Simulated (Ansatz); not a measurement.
The parent structure is HgS in the zinc blende structure (space group F-43m, No. 216; a = 5.876 Å). Axes: x, y, z lie along the cube axes.

All numbers come from PBEsol (Ansatz, a program for electronic structure), spin-orbit coupling left out.

Now apply this change: every lattice vector is shortened by 1.00 %, atoms relaxed at fixed cell.

**Question.** Predict the stress tensor and what it implies for the stiffness.

**Answer.** Stress of the strained cell less that of the base (GPa, compression positive):
```
    2.0     0.0     0.0
    0.0     2.0     0.0
    0.0     0.0     2.0
```

Then B = −ΔP/(ΔV/V₀) with ΔV/V₀ = -0.0297 gives secant stiffness values (nonlinear terms included at this strain): B ≈ 66 GPa.

As a check, the harmonic strain energy −½ V₀ Δσ:ε is 4.7 meV/atom; the computed energy rise is 4.5 meV/atom.

Whether these cells are dynamically stable was not tested. The final runs are not spin-polarised.
